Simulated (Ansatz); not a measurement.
Levels about the gap of amorphous hafnium silicate (Hf6Si14O40) (60 atoms in a cell of 803 Å³, 4.35 g/cm³; zone centre alone, so wide bands show as single levels with stretches between that a denser mesh fills), at the geometry that PBE relaxed, where it gives 2.6 GPa on a denser mesh. The participation number counts the atoms over which a state spreads; weights are charges in smoothed Voronoi cells. The levels come from a single point, so bond lengths are those of that geometry. Method of the levels: PBE, scalar-relativistic without spin-orbit coupling (Ansatz, a quantum-chemistry and plane-wave program). Sampling: the zone centre alone; Fermi-Dirac width 0.02 eV; no spin polarisation. At PBE the levels at the filled edge of the gap are localised (band-tail or defect states).

The cell was made by melting and quenching with the CHGNet potential and then relaxed with DFT. O atoms were pushed apart under 1.9 Å during the dynamics, to hinder bonds among them. The hot cell started wider than the set density and was brought back towards it in steps. It is the lowest in DFT energy of 2 quenches. It is a model cell: composition and starting density were chosen by hand, and all elements were melted together. No dispersion term was used. Its density started from a set value of 4.35 and ended at 4.35 g/cm³. The quench (nominally 600 K/ps over its main leg) was far faster than any real one, so the model tends to hold more defects than a real film. A cell of this size samples the disorder only roughly. The volume was held where the preparation left it and the shape relaxed, at a PBE pressure of 2.6 GPa. Stress components on the final sampling reach 2.6 GPa.

| E - E(highest filled), eV | filling | participation number | largest on | weight O | weight Hf | weight Si |
|---|---|---|---|---|---|---|
| -0.32 | filled | 16.2 | O, 2 neighbours | 0.95 | 0.02 | 0.03 |
| -0.28 | filled | 18.0 | O, 2 neighbours | 0.95 | 0.01 | 0.03 |
| -0.26 | filled | 15.4 | O, 2 neighbours | 0.96 | 0.02 | 0.02 |
| -0.22 | filled | 12.3 | O, 2 neighbours | 0.95 | 0.02 | 0.03 |
| -0.18 | filled | 13.7 | O, 2 neighbours | 0.96 | 0.01 | 0.03 |
| -0.09 | filled | 8.0 | O, 2 neighbours | 0.96 | 0.01 | 0.03 |
| 0.00 | filled | 4.8 | O, 2 neighbours | 0.96 | 0.01 | 0.03 |
| 4.61 | empty | 16.9 | Hf, 6 neighbours | 0.58 | 0.30 | 0.12 |
| 4.76 | empty | 3.6 | Hf, 6 neighbours | 0.37 | 0.57 | 0.06 |
| 4.84 | empty | 5.1 | Hf, 6 neighbours | 0.39 | 0.56 | 0.05 |
| 5.05 | empty | 5.4 | Hf, 6 neighbours | 0.35 | 0.60 | 0.04 |
| 5.18 | empty | 8.7 | Hf, 6 neighbours | 0.43 | 0.51 | 0.07 |
| 5.36 | empty | 8.6 | Hf, 5 neighbours | 0.37 | 0.57 | 0.06 |
| 5.58 | empty | 7.1 | Hf, 5 neighbours | 0.38 | 0.56 | 0.06 |

Most localised among these is the empty level at +4.76 eV, on a Hf atom, which has 6 neighbours (O 1.94 Å, O 1.96 Å, O 2.14 Å, O 2.22 Å, O 2.28 Å, O 2.37 Å).
